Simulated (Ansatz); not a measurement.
SiO2 (P3_121), PBEsol, rigid bands (Ansatz, a quantum-chemistry and plane-wave program): band gap 5.72 eV, N_c = 9.32e18 cm⁻³ and N_v = 1.04e21 cm⁻³ at 300 K, conductivity masses along x (a = (4.95, 0.00, 0.00) Å; b = (-2.47, 4.29, 0.00) Å; c = (0.00, 0.00, 5.44) Å) of 0.512 mₑ (electrons) and 9.56 mₑ (holes). Take k_BT = 0.02585 eV.

**Question.** Find the intrinsic carrier density and the intrinsic Fermi level.

**Answer.** n_i = √(N_c N_v) exp(−E_g/2k_BT) = 9.85e19 × exp(−110.63) = 8.9e-29 cm⁻³. The level lies (k_BT/2) ln(N_v/N_c) = 61 meV from mid-gap (positive towards the conduction band). Each 0.1 eV added to the gap lowers n_i by a factor of 6.9.

**Question.** A film of it is 8 nm thick, with its normal along the direction named. Estimate the confinement energies in an infinite well.

**Answer.** ħ²π²/(2m t²) = 0.376 eV·nm²/(m/mₑ × t²) gives 11.5 meV for electrons and 0.615 meV for holes, so the gap would widen to about 5.73 eV. Finite barriers and nonparabolic bands lower this, and with several valleys or bands the heaviest mass along the normal sets the lowest level, not this average.

**Question.** What thermal injection velocity √(2k_BT/πm) limits a ballistic channel along the direction named?

**Answer.** 7.52e6 cm/s for electrons and 1.74e6 cm/s for holes, a ratio of √(m_h/m_e) = 4.32, for dilute carriers.

Rigid, parabolic bands with the computed gap; masses take one relaxation time for all states. Spin-orbit coupling is left out; where it splits the top of the valence band, N_v and the p-type Seebeck coefficient come out somewhat high without it.
